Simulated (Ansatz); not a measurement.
Base system: Si in the diamond structure (space group Fd-3m, No. 227; a = 5.470 Å).

Computed with PBE (Ansatz, a program for electronic structure, PAW, no SOC).

Strains are applied to the cell and any free atomic positions relax.

One change was made to it. Results:

| quantity | base | after |
|---|---|---|
| energy relative to the base (free energy F) | 0 meV/atom | +42 meV/atom |
| pressure | 0.00 GPa | -6.48 GPa |
| band gap | 0.61 eV | 0.75 eV |

Name the change that was made.
(A) isotropic strain +2.50 %
(B) isotropic strain +3.00 %
(C) isotropic strain −2.50 %
(D) isotropic strain +0.50 %

B, isotropic strain +3.00 %. For comparison, the energy relative to the base in the other runs: isotropic strain +2.50 % gives +29 meV/atom; isotropic strain −2.50 % gives +35 meV/atom; isotropic strain +0.50 % gives +1.3 meV/atom.

Stability against distortions was not tested.
